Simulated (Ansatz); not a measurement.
Effective masses and thermopower of GaP under load (space group R3m)

Data:

```
GaP
1.0
   -0.05615     2.67710     2.67710
    2.67710    -0.05615     2.67710
    2.67710     2.67710    -0.05615
Ga P
1 1
Cartesian
 -0.00864  -0.00864  -0.00864
  1.33315   1.33315   1.33315
```

These are r2SCAN with spin-orbit coupling, rigid bands (plane waves, PAW; Ansatz, a first-principles code) values and carry that method's errors. Condition of this run: uniaxial stress along [111] of 4.2 GPa (compression positive) (the target of the relaxation). Geometry: cell and atoms relaxed with PBEsol, then loaded as said.

The band gap is 1.57 eV. The electron conductivity mass (300 K, dilute) comes out as 0.35 mₑ. The hole conductivity mass (300 K, dilute) comes out as 0.31 mₑ, the effective density of states N_c (300 K) is 6.0e19 cm⁻³ and the effective density of states N_v (300 K) is 7.5e18 cm⁻³. The density-of-states mass, electrons comes out as 1.79 mₑ and the density-of-states mass, holes comes out as 0.45 mₑ. The Seebeck coefficient, n-type 1e19 cm⁻³, 300 K is -357 μV/K. The best n-type power factor at 300 K for τ = 10 fs (best axis; densities from 1e16 to 1e21 cm⁻³ tried, whether or not they can be reached) comes out as 23 μW/(cm·K²) at 1e20 cm⁻³. The Seebeck coefficient, p-type 1e19 cm⁻³, 300 K comes out as 211 μV/K.

Rigid bands; masses and Seebeck coefficients take one relaxation time τ for all states and one kind of carrier; polarons and phonon drag are left out. Geometry: cell and atoms relaxed with PBEsol.
